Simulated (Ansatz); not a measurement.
The reference is Au in the fcc (Cu type) structure (space group Fm-3m, No. 225; relaxed with 0.1 eV smearing).

```
Au
1.0
    0.00000     2.06222     2.06222
    2.06222     0.00000     2.06222
    2.06222     2.06222     0.00000
Au
1
Cartesian
  0.00000   0.00000   0.00000
```

Cartesian axes are those of the cell as printed.

Calculations: r2SCAN, PAW, 500 eV (Ansatz, a quantum-chemistry and plane-wave program; no SOC), earlier PAW set.

Now apply this change: uniaxial strain ε_xx = +5.99 %, all other strain components held at zero; the atoms relax in the strained cell.

Task: Predict the stress tensor and what it implies for the stiffness.

Result: Stress of the strained cell less that of the base (GPa, compression positive):
```
   -8.0     0.0     0.0
    0.0    -7.0     0.0
    0.0     0.0    -7.0
```

Then −Δσ_ii/ε with ε = 0.0599 gives secant stiffness values (nonlinear terms included at this strain): C11 ≈ 134 GPa, C12 ≈ 117 GPa and C13 ≈ 117 GPa.

As a check, the harmonic strain energy −½ V₀ Δσ:ε is 26 meV/atom; the computed energy rise is 28 meV/atom.

Whether these cells are dynamically stable was not tested.
